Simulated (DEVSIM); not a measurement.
Structure: Si/Ge p-n heterojunction, at 300 K.

Layer 1 from the left is Si, thickness (μm) 1.40, Na (cm⁻³) 1e16, τn (s) 3.1e-7, τp (s) 3.1e-7. Layer 2 from the left is Ge, thickness (μm) 1.10, Nd (cm⁻³) 1.6e18, τn (s) 3.1e-7, τp (s) 3.1e-7.

Left contact: ohmic. Right contact: ohmic. Voltage is applied to the left contact. Recombination: SRH at mid-gap. Mobility is constant in doping.

The device is made up for the run: typed textbook-type constants, with dimensions and the other settings drawn at random. Values at 300 K.

Si: gap (eV) 1.124, affinity (eV) 4.05, permittivity 11.7, Nc (cm⁻³) 2.86e19, Nv (cm⁻³) 3.1e19, μn (cm²/Vs) 1417, μp (cm²/Vs) 470. Ge: gap (eV) 0.664, affinity (eV) 4, permittivity 16, Nc (cm⁻³) 1.04e19, Nv (cm⁻³) 6e18, μn (cm²/Vs) 3900, μp (cm²/Vs) 1900.

Model (solved in DEVSIM): 1D drift-diffusion, Boltzmann statistics, complete ionisation; no tunnelling, impact ionisation, image-force lowering or self-heating. Band offsets follow the typed affinities; no thermionic-emission limit at abrupt steps, no polarisation charge.

### Question
What does the simulation give for the dark forward voltage at 100 A/cm², the largest field in the device at zero bias?

### Answer
dark forward voltage at 100 A/cm² 0.667 V; largest field in the device at zero bias 150000 V/cm.
